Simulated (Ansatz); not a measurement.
**Effect of pressure −2 GPa on Gd**

Base system: Gd in the hcp (Mg type) structure (space group P6_3/mmc, No. 194; a = 3.5654 Å, c = 5.6942 Å; ferromagnetic).

Modification: a negative pressure, −2 GPa.

Level of theory: Ansatz (an electronic-structure program) PBEsol, no spin-orbit coupling, earlier PAW set. k-mesh 15×15×8 (Γ-centred); smearing 0.05 eV (Fermi–Dirac).

The volume per atom goes up by 1.973 Å³ to 33.32 Å³ and the density shrinks by 0.49 g/cm³ to 7.84 g/cm³. The lattice parameter a grows by 0.074 Å (3.565 Å → 3.639 Å) and the shortest interatomic distance increases by 0.072 Å to 3.585 Å. The band gap remains zero and the magnetic state remains ferromagnetic. The largest site moment is nearly the same (7.33 μB against 7.36 μB).

Other magnetic orders, which the real material may have, were not ruled out. The state of the 4f shell was not checked for lower solutions. Load acts through the strain it causes; cell and atoms are relaxed under it. Whether these cells are dynamically stable was not tested.
